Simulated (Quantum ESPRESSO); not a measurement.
## Convergence study of the SCF threshold for InSe (Cm, 4 atoms in the cell)

```xyz
4
Lattice="5.8555 -2.0649 0.0000 5.8555 2.0649 0.0000 -1.7318 0.0000 4.7952" Properties=species:S:1:pos:R:3 pbc="T T T"
In    -0.3414     0.0000     4.6206
In    10.3206     0.0000     0.2246
Se     3.3976     0.0000     1.5874
Se     6.5816     0.0000     3.2078
```

Computed with PBEsol, GBRV 1.5 ultrasoft (PBESOL) pseudopotentials (plane waves; Quantum ESPRESSO).

Base settings: ecutwfc = 40 Ry; ecutrho = 200 Ry; occupations = fixed; potentials = {In: in_pbesol_v1.4.uspp.F.UPF, Se: se_pbesol_v1.uspp.F.UPF}; K_POINTS = automatic 3 3 3 0 0 0; nbnd = 23; conv_thr = 1e-10 Ry; mixing_beta = 0.7.

The mesh stays at the base's, so the ladder's end is converged at best in this setting alone.

Only quantities that move along the ladder and can be compared are tabulated; the gap is left out on so coarse a mesh.

The count of work is k-points × plane waves × bands × iterations; it is no time. 

The starting cell comes from a database of computed structures (which also holds hypothetical and non-ambient phases and stackings), without a prior relaxation at this level. Its lattice was rescaled by up to half a per cent. One atom was moved a little off its site on purpose.

Steps (conv_thr): 0.0073 Ry; 0.00073 Ry; 7.3e-05 Ry; 7.3e-06 Ry; 7.3e-07 Ry; 7.3e-08 Ry; 7.3e-09 Ry; 7.3e-10 Ry; 1e-10 Ry; 7.3e-12 Ry; 7.3e-14 Ry.

Q: What is the coarsest conv_thr that holds the pressure within 0.05 GPa of the last step, with all finer ones?

A: 7.3e-07 Ry; the step before is off by 0.13 GPa.

Q: What is the coarsest conv_thr that holds the free energy within 1 meV/atom of the last step, with all finer ones?

A: 7.3e-05 Ry; the step before is off by 1.3 meV/atom.

Q: What is the coarsest conv_thr that holds the forces within 0.01 eV/Å of the last step, with all finer ones?

A: 7.3e-07 Ry; the step before is off by 0.022 eV/Å.

```csv
conv_thr,free energy less the last step's (meV/atom),pressure (GPa),largest difference of a force vector from the last step's (eV/Å),count of work / last
0.0073 Ry,2.71,6.81,1.031,0.29
0.00073 Ry,1.33,-1.60,0.464,0.36
7.3e-05 Ry,0.04,-2.66,0.088,0.50
7.3e-06 Ry,0.00,-2.39,0.022,0.57
7.3e-07 Ry,0.00,-2.24,0.004,0.64
7.3e-08 Ry,0.00,-2.24,0.004,0.64
7.3e-09 Ry,0.00,-2.25,0.002,0.71
7.3e-10 Ry,0.00,-2.25,0.000,0.79
1e-10 Ry,0.00,-2.25,0.000,0.86
7.3e-12 Ry,0.00,-2.25,0.000,0.93
7.3e-14 Ry,0.00,-2.25,0.000,1.0
```
